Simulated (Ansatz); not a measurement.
# K under a change: K → Sr

The parent structure is K in the bcc (W type) structure (space group Im-3m, No. 229; a = 5.2123 Å).

Perturbation: every K is replaced by Sr; the structure is relaxed again.

Level of theory: Ansatz (a first-principles code) PBEsol, without spin-orbit coupling. Settings: 14×14×14 k-points, 0.05 eV Fermi–Dirac smearing, for the changed cell.

- Volume per atom = 51.09 Å³ (base 70.80 Å³)
- Density = 2.85 g/cm³ (base 0.92 g/cm³)
- Lattice parameter a = 4.675 Å (base 5.212 Å)
- Band gap = zero (base zero)

Final structure:

```
CELL_PARAMETERS angstrom
     -2.33759     2.33759     2.33759
      2.33759    -2.33759     2.33759
      2.33759     2.33759    -2.33759
ATOMIC_POSITIONS crystal
  Sr 0.00000 0.00000 0.00000
```

Whether these cells are dynamically stable was not tested. This is not the structure that Sr has at room temperature and ambient pressure.
